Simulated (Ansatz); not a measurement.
MoSi2 (P6₂22, No. 180, 9 atoms in the cell; start mp-8938; a measured phase of this formula has another space group), treated with LDA in Ansatz (PAW).

Run with plane-wave cutoff 520 eV, 18×18×8 k mesh (along the axes of the cell as run), Fermi–Dirac smearing 0.05 eV, no spin polarisation, scalar-relativistic PAW data made under PBE.

Cell (relaxed at this level):

```yaml
crystal:
  lattice:
    - [4.55074, 0.00000, 0.00000]
    - [-2.27537, 3.94106, 0.00000]
    - [0.00000, 0.00000, 6.53156]
  atoms:
    - { symbol: Si, position: [0.16422, 0.83578, 0.83333] }
    - { symbol: Si, position: [0.32845, 0.16422, 0.16667] }
    - { symbol: Si, position: [0.16422, 0.32845, 0.50000] }
    - { symbol: Si, position: [0.83578, 0.16422, 0.83333] }
    - { symbol: Si, position: [0.67155, 0.83578, 0.16667] }
    - { symbol: Si, position: [0.83578, 0.67155, 0.50000] }
    - { symbol: Mo, position: [0.50000, 0.00000, 0.50000] }
    - { symbol: Mo, position: [0.50000, 0.50000, 0.83333] }
    - { symbol: Mo, position: [0.00000, 0.50000, 0.16667] }
```

Q: Predict the band gap, smallest direct gap on the k points sampled and direct gap at Γ.

A: 
band gap: 0.02 eV (under three smearing widths, so not firm)
smallest direct gap on the k points sampled: 0.52 eV
direct gap at Γ: 2.88 eV

Note: the relaxation could not lower the start's symmetry, so the cell can be a saddle point above a distorted one.

Spin–orbit coupling is not included; it can close the smallest gap of 0.02 eV.

The result took very roughly 5 core-minutes.

A start named mp-… is a Materials Project structure, which need not be a measured phase.

Ansatz is an electronic-structure program.
